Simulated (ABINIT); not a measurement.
Worked example: self-consistent single point of ZnS (F-43m, 2 atoms in the cell) in ABINIT.

Computed with PBE, PAW (JTH v2.0 PBE PAW) (plane waves; ABINIT).

The change in words: lattice scaled by 0.98. Reference geometry:
```
ZnS
1.0
    0.00000     2.69018     2.69018
    2.69018     0.00000     2.69018
    2.69018     2.69018     0.00000
Zn S
1 1
Direct
  0.00000   0.00000   0.00000
  0.25000   0.25000   0.25000
```

Reference input (self-consistent single point, DFT, PBE, plane waves, PAW (JTH v2.0 PBE PAW)): pseudos = [Zn.GGA_PBE-JTH.xml, S.GGA_PBE-JTH.xml]; ecut = 816 eV; pawecutdg = 1633 eV; pawxcdev = 0; occopt = 3; tsmear = 0.00036749 Ha; ngkpt = 11 11 11; nshiftk = 1; shiftk = 0 0 0; potentials = JTH v2.0 PBE PAW; nband = 14; kptopt = 1. This run's input differs from it in these lines:

```diff
@@ -3,6 +3,6 @@
 pseudos "Zn.GGA_PBE-JTH.xml, S.GGA_PBE-JTH.xml"
-acell 3.8044932839 3.8044932839 3.8044932839 Angstrom
+acell 3.7284029374 3.7284029374 3.7284029374 Angstrom
 rprim
-        -0.0000000000    0.7071067812    0.7071067812
-         0.7071067812   -0.0000000000    0.7071067812
+         0.0000000000    0.7071067812    0.7071067812
+         0.7071067812    0.0000000000    0.7071067812
          0.7071067812    0.7071067812   -0.0000000000
@@ -14,3 +14,3 @@
          0.0000000000    0.0000000000    0.0000000000
-         1.3450915000    1.3450915000    1.3450915000
+         1.3181895000    1.3181895000    1.3181895000
       Angstrom
```

Output, abridged:

```
--- !BeginCycle
solver: {iscf: 17, nstep: 100, nline: 4, wfoptalg: 10, }
tolerances: {tolvrs: 1.00E-12, }
...

     iter   Etot(hartree)      deltaE(h)  residm     nres2
 ETOT  1  -74.022343167406    -7.402E+01 7.399E+00 5.758E+00
 ETOT  2  -74.708809186972    -6.865E-01 5.636E-01 6.140E+00
 ETOT  3  -74.693754097883     1.506E-02 1.956E-01 1.948E+00
 ETOT  4  -74.692444784411     1.309E-03 1.082E-01 8.134E-01
 ETOT  5  -74.692146822514     2.980E-04 7.050E-02 8.852E-02
   [... 19 lines left out ...]
 ETOT 25  -74.692579249218    -1.137E-13 8.122E-06 1.407E-10
 ETOT 26  -74.692579249217     1.052E-12 2.051E-06 3.508E-11
 ETOT 27  -74.692579249217    -7.105E-14 5.146E-06 7.161E-12
 ETOT 28  -74.692579249216     3.553E-13 1.296E-06 5.693E-13
 At SCF step   28       nres2   =  5.69E-13 < tolvrs=  1.00E-12 =>converged.

 Cartesian components of stress tensor (hartree/bohr^3)
  sigma(1 1)= -2.75504288E-04  sigma(3 2)=  0.00000000E+00
  sigma(2 2)= -2.75504288E-04  sigma(3 1)=  0.00000000E+00
  sigma(3 3)= -2.75504288E-04  sigma(2 1)=  0.00000000E+00

 ----iterations are completed or convergence reached----

 reduced coordinates (array xred) for    2 atoms
       0.000000000000      0.000000000000      0.000000000000
       0.250000000000      0.250000000000      0.250000000000
 cartesian forces (eV/Angstrom) at end:
    1     -0.00000000000000    -0.00000000000000    -0.00000000000000
    2     -0.00000000000000    -0.00000000000000    -0.00000000000000
 frms,max,avg= 0.0000000E+00 0.0000000E+00   0.000E+00  0.000E+00  0.000E+00 e/A
   [... lines left out ...]
 Fermi (or HOMO) energy (eV) =   7.34036   Average Vxc (eV)=  -9.68904
   [... lines left out ...]
'-kT*entropy'       :  2.82235908706745E-16
total_energy        : -7.46925795204244E+01
total_energy_eV     : -2.03248845282384E+03
...

-Cartesian components of stress tensor (GPa)         [Pressure=  8.1056E+00 GPa]
- sigma(1 1)= -8.10561462E+00  sigma(3 2)=  0.00000000E+00
- sigma(2 2)= -8.10561462E+00  sigma(3 1)=  0.00000000E+00
- sigma(3 3)= -8.10561462E+00  sigma(2 1)=  0.00000000E+00

 Calculation completed.
```

The run converged in 28 iterations. Against the reference run the free energy rises by 37.2 meV/atom, the pressure goes from 2.51 to 8.11 GPa and the gap on the mesh goes from 2.155 to 2.423 eV.

The starting cell comes from a database of computed structures (which also holds hypothetical and non-ambient phases and stackings), without a prior relaxation at this level. Its lattice was rescaled by a random factor within 2.5 % of one. For this run, on top of that: lattice scaled by 0.98. With a pressure of about 8 GPa the cell is away from its equilibrium volume at this level.

Cost on one core of a shared machine: roughly 2 min.
